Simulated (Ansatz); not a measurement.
## TiAl (space group P4/mmm, No. 123)

```xyz
2
Lattice="2.8241 0.0000 0.0000 0.0000 2.8241 0.0000 0.0000 0.0000 4.0706" Properties=species:S:1:pos:R:3 pbc="T T T"
Al     1.4120     1.4120     2.0353
Ti     0.0000     0.0000     0.0000
```

Method: PBE (Ansatz, a program for electronic structure, PAW, no SOC), earlier PAW set. Γ-centred 16×16×12 mesh, Fermi–Dirac width 0.05 eV.

```json
{
 "volume_per_atom": "16.23 Å³",
 "density": "3.83 g/cm³",
 "band_gap": "zero",
 "total_energy": "-1518.991 eV/atom (σ→0; compares only within this code and set-up)"
}
```

No phonon test of stability was made. All final runs are without spin polarisation.
